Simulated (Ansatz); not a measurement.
We consider SiGe (P6₃mc, No. 186, 4 atoms in the cell; start mp-978534), described by r²SCAN (Ansatz, a quantum-chemistry and plane-wave program, PAW).

Numerical settings: plane-wave cutoff 600 eV, 12×12×6 k mesh (along the axes of the cell as run), finite displacements, scalar-relativistic PAW data made under PBE.

Computed at the level's own relaxed cell.

```cif
data_Ge2Si2
_chemical_formula_sum 'Si2 Ge2'
_space_group_name_H-M_alt 'P63mc'
_space_group_IT_number 186
_space_group_name_Hall 'P 6c -2c'
_cell_length_a 3.90403
_cell_length_b 3.90403
_cell_length_c 6.45515
_cell_angle_alpha 90.000
_cell_angle_beta 90.000
_cell_angle_gamma 120.000
loop_
_atom_site_label
_atom_site_type_symbol
_atom_site_symmetry_multiplicity
_atom_site_Wyckoff_symbol
_atom_site_fract_x
_atom_site_fract_y
_atom_site_fract_z
_atom_site_occupancy
Si1 Si 2 b 0.33333 0.66667 0.37446 1
Ge1 Ge 2 b 0.33333 0.66667 0.00054 1
```

Harmonic phonon frequencies (cm⁻¹; i marks an imaginary mode; at Γ without the LO shift):

| q point | frequencies |
|---|---|
| Γ | 0 0 0 78 78 237 393 399 399 412 412 412 |
| M | 81 104 127 150 207 222 364 371 377 388 396 413 |
| A | 69 69 69 69 168 168 403 403 403 403 403 403 |

No imaginary mode appears at these points.

Note: the relaxation could not lower the start's symmetry, so the cell can be a saddle point above a distorted one.

A start named mp-… is a Materials Project structure, which need not be a measured phase.
